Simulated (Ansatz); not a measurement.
# BaTiO3: pressure series

Take BaTiO$_{3}$ (space group P4mm, No. 99; a = 3.9855 Å, c = 4.2013 Å) as the base.

Cell and atoms are relaxed at each pressure.

Method: PBE in Ansatz (plane waves to 420 eV, PAW, spin-orbit coupling left out).

Notes on the quantities. enthalpy: H = E + PV relative to the base's energy.

| change | c/a ratio | enthalpy | volume per atom | width of the top valence band |
|---|---|---|---|---|
| base | 1.054 | – | 13.35 Å³ | 1.39 eV |
| pressure −1 GPa | 1.067 | -0.08 eV/atom | 13.52 Å³ | 1.45 eV |
| pressure 0.3 GPa | 1.052 | +0.02 eV/atom | 13.30 Å³ | 1.38 eV |
| pressure 0.7 GPa | 1.048 | +0.06 eV/atom | 13.24 Å³ | 1.35 eV |
| pressure 1.5 GPa | 1.041 | +0.12 eV/atom | 13.14 Å³ | 1.30 eV |
| pressure 3 GPa | 1.032 | +0.25 eV/atom | 12.96 Å³ | 1.24 eV |
| pressure 5 GPa | 1.022 | +0.41 eV/atom | 12.75 Å³ | 1.16 eV |
| pressure 7.5 GPa | 1.014 | +0.60 eV/atom | 12.54 Å³ | 1.09 eV |
| pressure 10 GPa | ___ | +0.80 eV/atom | ___ | ___ |

Task: Complete the table.

Result: 
- pressure 10 GPa, c/a ratio: 1.008
- pressure 10 GPa, volume per atom: 12.35 Å³
- pressure 10 GPa, width of the top valence band: 1.02 eV

The levels and masses belong to the bands next to the band gap. Load acts through the strain it causes; cell and atoms are relaxed under it. Whether these cells are dynamically stable was not tested. Competing high-pressure phases were not computed. The final runs are not spin-polarised.

Ansatz is an electronic-structure program.
